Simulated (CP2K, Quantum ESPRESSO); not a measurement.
A CP2K input for a self-consistent single point of Sr (Fm-3m, 1 atom in the cell) (DFT LDA (Pade form), GPW, DZVP-MOLOPT-SR-GTH basis, GTH-PADE potentials (GTH_POTENTIALS)):

```
&GLOBAL
  PROJECT sr
  RUN_TYPE ENERGY_FORCE
  PRINT_LEVEL LOW
&END GLOBAL
&FORCE_EVAL
  METHOD Quickstep
  STRESS_TENSOR ANALYTICAL
  &DFT
    BASIS_SET_FILE_NAME BASIS_MOLOPT
    POTENTIAL_FILE_NAME GTH_POTENTIALS
    &QS
      METHOD GPW
      EPS_DEFAULT 1E-10
    &END QS
    &MGRID
      CUTOFF 500
      REL_CUTOFF 60
      NGRIDS 5
    &END MGRID
    &SCF
      SCF_GUESS ATOMIC
      EPS_SCF 1E-7
      MAX_SCF 100
      ADDED_MOS 4
      &DIAGONALIZATION
        ALGORITHM STANDARD
      &END DIAGONALIZATION
      &MIXING
        METHOD BROYDEN_MIXING
        ALPHA 0.3
        NBUFFER 10
      &END MIXING
      &SMEAR ON
        METHOD FERMI_DIRAC
        ELECTRONIC_TEMPERATURE [K] 1160.45
      &END SMEAR
    &END SCF
    &KPOINTS
      SCHEME MONKHORST-PACK 8 8 8
      GAMMA_CENTERED T
    &END KPOINTS
    &XC
      &XC_FUNCTIONAL PADE
      &END XC_FUNCTIONAL
    &END XC
    &PRINT
      &MO
        EIGENVALUES T
        OCCUPATION_NUMBERS T
        NDIGITS 8
        FILENAME mo
        &EACH
          QS_SCF 0
        &END EACH
        ADD_LAST NUMERIC
      &END MO
      &MULLIKEN OFF
      &END MULLIKEN
    &END PRINT
  &END DFT
  &SUBSYS
    &CELL
      ABC 4.20849600 4.20849561 4.20849629
      ALPHA_BETA_GAMMA 60.00000328 60.00000226 59.99999695
      PERIODIC XYZ
    &END CELL
    &COORD
      Sr       0.00000000     0.00000000     0.00000000
    &END COORD
    &KIND Sr
      BASIS_SET DZVP-MOLOPT-SR-GTH
      POTENTIAL GTH-PADE-q10
    &END KIND
  &END SUBSYS
  &PRINT
    &FORCES ON
    &END FORCES
    &STRESS_TENSOR ON
    &END STRESS_TENSOR
  &END PRINT
&END FORCE_EVAL
```

**Question.** Give the Quantum ESPRESSO input for the same structure, mesh, smearing and functional.

**Answer.** This is the input that was run; spellings and numerical settings could be chosen otherwise.

```fortran
&CONTROL
  calculation = 'scf',
  outdir = './tmp/',
  pseudo_dir = './',
  tprnfor = .true.,
  tstress = .true.,
/
&SYSTEM
  ibrav = 0,
  nat = 1,
  ntyp = 1,
  ecutwfc = 45,
  ecutrho = 315,
  occupations = 'smearing',
  smearing = 'fermi-dirac',
  degauss = 0.0073499,
/
&ELECTRONS
  conv_thr = 1e-10,
/
ATOMIC_SPECIES
Sr    87.6200  Sr.pz-spn-rrkjus_psl.1.0.0.UPF
CELL_PARAMETERS {angstrom}
   0.000000000     2.975856000     2.975856000
   2.975856000     0.000000000     2.975856000
   2.975856000     2.975856000     0.000000000
ATOMIC_POSITIONS {crystal}
Sr    0.000000000    0.000000000    0.000000000
K_POINTS {automatic}
8 8 8  0 0 0
```

Basis settings and potentials, where a program has them, do not carry over. This input uses DFT, LDA (PZ), plane waves, PSlibrary ultrasoft (LDA, semicore) pseudopotentials. LDA parametrisations can differ slightly between programs. Both were run: pressure -0.64 GPa in CP2K and -0.98 in Quantum ESPRESSO.

On CP2K: the starting cell has typed, rounded lattice constants, without a prior relaxation at this level. Its lattice was rescaled by a random factor within 2.5 % of one. Values carry the incompleteness of an atom-centred basis.

On Quantum ESPRESSO: the starting cell has typed, rounded lattice constants, without a prior relaxation at this level. Its lattice was rescaled by a random factor within 2.5 % of one.
